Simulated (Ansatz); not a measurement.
Take InAgTe₂ in the chalcopyrite structure (space group I-42d, No. 122; a = 6.569 Å, c = 12.999 Å) as the base. Axes: x, y, z lie along a, b, c of the conventional cell.

Computed with Ansatz (a quantum-chemistry and plane-wave program) PBE, without spin-orbit coupling.

For the base:

- Pressure: 0.0 GPa
- Shortest interatomic distance: 2.813 Å

It is then changed as follows: tensile biaxial strain of 1.50 % in the plane normal to [001], as in epitaxy on a mismatched substrate; the out-of-plane cell vector and the atoms relax.

**Question.** What does the calculation give for the energy relative to the base after the change?

**Answer.** The energy increases by 1.8 meV/atom.

**Question.** Estimate the effect on the pressure.

**Answer.** The pressure (mean of the normal stresses, compression positive) goes from zero to -0.4 GPa.

**Question.** How does this affect the shortest interatomic distance?

**Answer.** The shortest interatomic distance rises by 0.015 Å (2.813 Å → 2.828 Å).

No phonon test of stability was made. All final runs are without spin polarisation.
